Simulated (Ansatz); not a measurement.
Take CsBr in the zinc blende structure (space group F-43m, No. 216; a = 8.1930 Å; a hypothetical phase, not in the database extracts checked) as the base.

(Cell as relaxed with PBE.)

Levels (all Ansatz, a program for electronic structure, PAW): PBE (420 eV, scalar-relativistic without spin-orbit coupling); PBEsol (420 eV, no spin-orbit coupling).

Each level relaxes its own structure.

```csv
base,PBE,PBEsol
volume per atom,68.74 Å³,64.41 Å³
lattice parameter a,8.193 Å,8.017 Å
band gap,3.97 eV,4.10 eV
```

Perturbation: the cell is scaled by 1.0427 in all directions; the atoms relax in the strained cell.

```tsv
quantity	PBE	PBEsol
smallest direct gap	3.92 eV	___
gap character	indirect, W → Γ	___
electron mass	0.53 mₑ (at Γ)	___
pressure	-0.64 GPa	___
```

Predict the PBEsol column.


- smallest direct gap, PBEsol: 4.12 eV
- gap character, PBEsol: indirect, W → Γ
- electron mass, PBEsol: 0.52 mₑ (at Γ)
- pressure, PBEsol: -0.73 GPa

PBE's smallest direct gap lies 0.20 eV below PBEsol's; PBE's pressure lies 0.095 GPa above PBEsol's; the two agree on the gap character. Neither level is exact; PBEsol is the comparison here, not a measurement.

Masses are band curvatures over ±0.01 Å⁻¹ around the edge. Whether these cells are dynamically stable was not tested.
